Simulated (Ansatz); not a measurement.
System: MgO (model structure, started from the GeS type, Fm-3m, No. 225, 8 atoms in the cell). Method: G0W0@PBEsol in Ansatz (plane waves, hard PAW, contour deformation).

The same calculation (at the PBEsol cell, 9.359 Å³/atom) with different numerical settings; throughout: response cutoff 100 eV, empty bands 312:

```tsv
run	k mesh	quasiparticle gap on the mesh (eV)	quasiparticle gap at Γ (eV)	rough time
1	2×4×4	6.979	6.979	6 core-min
2	2×6×6	6.993	6.993	20 core-min
3	2×8×8	6.984	6.984	50 core-min
```

In the column quasiparticle gap on the mesh (eV) the first row differs from the last by -0.005 and the next to last by +0.009.

The last row is no converged limit: other settings stay fixed.

A model structure was made by putting elements into a prototype or built by hand; here it ended with the formula and space group of a phase in our tables.

Ansatz is a first-principles code.
